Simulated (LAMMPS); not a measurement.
LAMMPS 22 Jul 2025, classical MD, SNAP (Ni_Zuo_JPCA2020.snapcoeff): Ni, 500 atoms.

```text
units metal
atom_style atomic
read_data unit.data
replicate 5 5 5
pair_style snap
pair_coeff * * Ni_Zuo_JPCA2020.snapcoeff Ni_Zuo_JPCA2020.snapparam Ni
velocity all create 1600 4928 dist gaussian loop geom
fix 1 all nve
fix 2 all langevin 800 800 0.04 9876 zero yes
timestep 0.001
thermo 100
run 300
reset_timestep 0
write_restart start.rst
```

```text
read_restart start.rst
pair_style snap
pair_coeff * * Ni_Zuo_JPCA2020.snapcoeff Ni_Zuo_JPCA2020.snapparam Ni
neighbor 2.0 bin
neigh_modify every 1 delay 0 check yes
fix 1 all nve
timestep 0.001
thermo_style custom step temp pe etotal press
thermo_modify format float %.10g
thermo 100
group probe id 1:48
dump probe probe custom 1000000 forces.txt id fx fy fz
dump_modify probe sort id format float %.8g
run 300
```

box: 17.6 × 17.6 × 17.6 Å.

start: generated fcc lattice, warmed in an untimed run.

Compared values: energy and forces of the first step, drift over the run.

It runs on a single node (Arm Neoverse V2, 96 cores on 1 socket, no SMT, 1 L3 cache group).

Each set of copies ran two to five times on the otherwise empty node; times are medians from launch to the last exit. Unless noted, each process is bound to its own block of adjacent cores. The times hold for this build (PyPI wheel: MPICH, OPENMP and OPT packages). Scratch files lie in a memory file system. A preparatory run goes ahead and isn't timed.

Ways to fill 88 cores (the node offers 329 GiB):
- 2 copies of 44 ranks
- 88 ranks
- 44 copies of 2 ranks
- 22 copies of 4 ranks
- 88 copies of 1 rank
- 4 copies of 22 ranks
- 8 copies of 11 ranks

For throughput over a long queue of such jobs, how should the node be filled?

88 copies of 1 rank: 14000 jobs an hour; within 8 % of it: 44 copies of 2 ranks; 22 copies of 4 ranks. At the low end 88 ranks gives 5800. One job is done soonest with 88 ranks (0.62 s against 23 s).

```tsv
way	time till all copies end	jobs an hour	memory in all, scratch files included
88 copies of 1 rank	23 s	14000	1.2 GiB
44 copies of 2 ranks	11 s	14000	1.3 GiB
22 copies of 4 ranks	5.8 s	14000	1.3 GiB
8 copies of 11 ranks	2.4 s	12000	1.3 GiB
4 copies of 22 ranks	1.4 s	10000	1.2 GiB
2 copies of 44 ranks	0.88 s	8200	1.2 GiB
88 ranks	0.62 s	5800	1.2 GiB
```
